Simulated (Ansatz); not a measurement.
Consider InP in the zinc blende structure (space group F-43m, No. 216).

```yaml
crystal:
  lattice:
    - [0.00000, 2.93922, 2.93922]
    - [2.93922, 0.00000, 2.93922]
    - [2.93922, 2.93922, 0.00000]
  atoms:
    - { symbol: In, position: [0.00000, 0.00000, 0.00000] }
    - { symbol: P, position: [0.25000, 0.25000, 0.25000] }
```

Level of theory: plane-wave PAW DFT at the PBEsol level (Ansatz, a first-principles code, 420 eV), without spin-orbit coupling.

One change was made to it. Results:

| quantity | base | after |
|---|---|---|
| electron mass | 0.046 mₑ (at Γ) | 0.067 mₑ (at Γ) |
| lattice parameter a | 5.878 Å | 5.764 Å |
| valley order (the lowest conduction-band minima on the path, energy above the VBM, named in the base's zone) | Γ 0.57 eV; L along ⟨111⟩ 1.38 eV; X along ⟨100⟩ 1.65 eV | Γ 0.88 eV; L along ⟨111⟩ 1.52 eV; X along ⟨100⟩ 1.54 eV |

Task: What was done to the base?
A. pressure 22.5 GPa
B. pressure 4.5 GPa
C. pressure −2 GPa

Result: B, pressure 4.5 GPa. For comparison, the valley order in the other runs: pressure 22.5 GPa gives X along ⟨100⟩ 1.22 eV; Γ 1.64 eV; L along ⟨111⟩ 1.84 eV; pressure −2 GPa gives Γ 0.40 eV; L along ⟨111⟩ 1.31 eV; X along ⟨100⟩ 1.70 eV.

The levels and masses belong to the bands next to the band gap. Load acts through the strain it causes; cell and atoms are relaxed under it. Effective masses come from finite differences of ±0.01 Å⁻¹. Stability against distortions was not tested. Measured, InP leaves this structure (for rock salt) near 9.8 GPa (temperature not stated; as listed in Datta, Sujoy, Jana, Debnarayan, arXiv (2020)).
